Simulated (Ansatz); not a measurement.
Base system: AlN in the zinc blende structure (space group F-43m, No. 216; a = 4.370 Å). Axes: x, y, z lie along the cube axes.

Method: r2SCAN, PAW, 500 eV (Ansatz, a program for electronic structure; without spin-orbit coupling).

Strains are applied to the cell and any free atomic positions relax.

One change was made to it. Results:

The band gap drops by 0.05 eV, from 3.94 eV to 3.89 eV; the energy goes up by 0.8 meV/atom.

### Question
Which change produced these results?
A. tensor shear ε_xy = +1.71 %
B. tensor shear ε_xy = +0.57 %
C. tensor shear ε_xy = +1.43 %

### Answer
B, tensor shear ε_xy = +0.57 %. For comparison, the band gap in the other runs: tensor shear ε_xy = +1.43 % gives 3.79 eV; tensor shear ε_xy = +1.71 % gives 3.76 eV.

Whether these cells are dynamically stable was not tested. This is not the structure that AlN has at room temperature and ambient pressure.
